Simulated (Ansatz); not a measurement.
# Response to strain in Os

The reference is Os in the hcp (Mg type) structure (space group P6_3/mmc, No. 194; a = 2.7290 Å, c = 4.3091 Å; relaxed with 0.1 eV smearing). Axes: x lies along a and z along c of the hexagonal cell.

Strains are applied to the cell and any free atomic positions relax.

Level of theory: PBEsol (Ansatz, a program for electronic structure; PAW; 420 eV plane waves; no spin-orbit coupling).

Notes on the quantities. energy relative to the base: free energy F.

| uniaxial strain ε_zz (%) | energy relative to the base (meV/atom) |
|---|---|
| 0 | 0.0 |
| 0.5 | 0.9 |
| 1 | 3.7 |
| 1.5 | 8.3 |
| 2 | ? |
| 2.5 | 22.4 |
| 3 | 31.8 |

### Question
Fit ΔE = Aε² + Bε³ (ε in %) to the rows shown and predict the withheld row.

### Answer
Least squares on the printed values gives A = 3.83 and B = -0.098 meV/atom (largest residual 0.0 meV/atom); this predicts 14.5 meV/atom, and the run gives 14.5 meV/atom, in agreement.

Stability against distortions was not tested. All final runs are without spin polarisation.
